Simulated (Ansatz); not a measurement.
## SrTiO3: pressure −1 GPa

The reference is SrTiO₃ in the cubic perovskite structure (space group Pm-3m, No. 221; a = 3.936 Å).

Modification: a negative pressure, −1 GPa.

Computed with PBE (Ansatz, an electronic-structure program, PAW, no SOC), earlier PAW set. k-mesh 8×8×8 (Γ-centred); smearing 0.05 eV (Fermi–Dirac).

```json
[
 {"quantity": "volume per atom", "base": "12.20 Å³", "changed": "12.27 Å³", "shift": "+0.07 Å³"},
 {"quantity": "density", "base": "4.99 g/cm³", "changed": "4.97 g/cm³", "shift": "-0.030 g/cm³"},
 {"quantity": "lattice parameter a", "base": "7.439 bohr", "changed": "7.454 bohr", "shift": "+0.015 bohr"},
 {"quantity": "shortest interatomic distance", "base": "3.719 bohr", "changed": "3.727 bohr", "shift": "+0.0074 bohr"},
 {"quantity": "enthalpy H = E + PV relative to the base's energy", "base": "–", "changed": "-0.08 eV/atom", "shift": "–"},
 {"quantity": "band gap", "base": "1.85 eV", "changed": "1.83 eV", "shift": "-0.012 eV"},
 {"quantity": "gap character", "base": "indirect, R → Γ", "changed": "indirect, R → Γ", "shift": "–"},
 {"quantity": "smallest direct gap", "base": "2.20 eV", "changed": "2.19 eV", "shift": "-0.01 eV"},
 {"quantity": "width of the top valence band", "base": "1.00 eV", "changed": "1.00 eV", "shift": "0.00 eV"}
]
```

Load acts through the strain it causes; cell and atoms are relaxed under it. Stability against distortions was not tested. All final runs are without spin polarisation. Many cubic perovskites are stable only at high temperature; tilts and polar distortions were not tested.
